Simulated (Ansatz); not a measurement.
Converging zone-centre phonons against the mesh: LuTl (P4/mmm, 2 atoms in the cell)

```
LuTl
1.0
    3.57690     0.00000     0.00000
    0.00000     3.57690     0.00000
    0.00000     0.00000     3.92180
Lu Tl
1 1
Cartesian
  0.00000   0.00000   0.00000
  1.78845   1.78845   1.96090
```

Level of theory: LDA (PW92), default PAW files made with PBE (plane waves; Ansatz, a first-principles code).

Base settings: basis.ecutwfc = 420 eV; kpoints.mp_grid.grid = 9 9 9; hamiltonian.xc = lda; hamiltonian.pseudopotentials = {kind: paw} (the program's default PAW files); scf.occupations.method = fermi_dirac; scf.occupations.width = 0.1 eV.

In this ladder: phonons.method = dfpt.

Frequencies are those of the unrelaxed cell, without the LO-TO term of polar crystals.

Only quantities that move along the ladder and can be compared are tabulated.

Core times come from one kind of shared machine, to one figure; runs under 30 s give none.

The starting cell comes from a database of computed structures (which also holds hypothetical and non-ambient phases and stackings), without a prior relaxation at this level. Its lattice was rescaled by up to half a per cent. In the base run, with a pressure of about -3 GPa the cell is away from its equilibrium volume at this level.

```tsv
kpoints.mp_grid.grid	highest zone-centre frequency (cm⁻¹)	core time / last (rough)
3 3 3	87.5	–
4 4 4	91.4	–
5 5 4	85.9	–
6 6 5	88.7	–
7 7 7	85.8	–
9 9 8	87.8	0.03
11 11 10	85.8	0.06
14 14 12	84.8	0.1
17 17 15	85.2	0.4
21 21 19	85.3	1
```

Coarsest kpoints.mp_grid.grid that holds the highest zone-centre frequency within 2 cm⁻¹ of the last step, with all finer ones: 11 11 10, at about 0.06 of the last step's time; the step before is off by 2.5 cm⁻¹.

Keys are those of Ansatz 0.2.
